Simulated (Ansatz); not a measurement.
The parent structure is CdSe in the zinc blende structure (space group F-43m, No. 216; a = 6.082 Å).

All numbers come from PBEsol (Ansatz, a quantum-chemistry and plane-wave program; PAW; 420 eV plane waves; scalar-relativistic without spin-orbit coupling).

```tsv
level	band gap	lattice parameter a
PBEsol	0.48 eV	6.082 Å
```

### Question
What does experiment give, and how far off is each level?

### Answer
Measured: band gap 1.77 eV (0 K or low temperature; as listed in arXiv:1206.3780); lattice parameter a 6.077 Å (room temperature; as listed in arXiv:1206.3780). Computed minus measured — band gap: PBEsol -1.29 eV; lattice parameter a: PBEsol +0.1 %. Measured values not marked as corrected hold thermal and zero-point effects that the static-lattice runs lack. A measured gap can be an optical one, lowered by exciton binding. Levels without spin-orbit coupling miss its lowering of the gap, often about a third of the valence-band splitting.

Whether these cells are dynamically stable was not tested.
